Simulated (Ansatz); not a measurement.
Pressure series in LaAs

Start from LaAs in the rock salt structure (space group Fm-3m, No. 225; a = 6.201 Å; a model cell).

Cell and atoms are relaxed at each pressure.

Computed with r2SCAN, PAW, 500 eV (Ansatz, an electronic-structure program; scalar-relativistic without spin-orbit coupling).

```
variant           band gap     density  shortest interatomic distance
----------------  --------  ----------  -----------------------------
base               0.08 eV  5.96 g/cm³                        3.101 Å
pressure −2 GPa    0.15 eV           …                        3.132 Å
pressure −1 GPa    0.11 eV  5.87 g/cm³                        3.116 Å
pressure 1.8 GPa      zero           …                        3.075 Å
pressure 4.2 GPa      zero           …                        3.045 Å
pressure 9 GPa        zero  6.62 g/cm³                        2.994 Å
pressure 18 GPa       zero  7.14 g/cm³                        2.919 Å
pressure 30 GPa       zero  7.72 g/cm³                        2.843 Å
pressure 45 GPa       zero  8.34 g/cm³                        2.771 Å
pressure 60 GPa       zero  8.89 g/cm³                              …
```

Fill in the withheld entries from the trend.


- pressure −2 GPa, density: 5.78 g/cm³
- pressure 1.8 GPa, density: 6.11 g/cm³
- pressure 4.2 GPa, density: 6.29 g/cm³
- pressure 60 GPa, shortest interatomic distance: 2.713 Å

Load acts through the strain it causes; cell and atoms are relaxed under it. Stability against distortions was not tested. No other phases were tried under pressure. The final runs are not spin-polarised. Gaps under 0.05 eV, about the width of the smearing, are given as zero. The zero or small gap of LaAs can change with the level of theory.
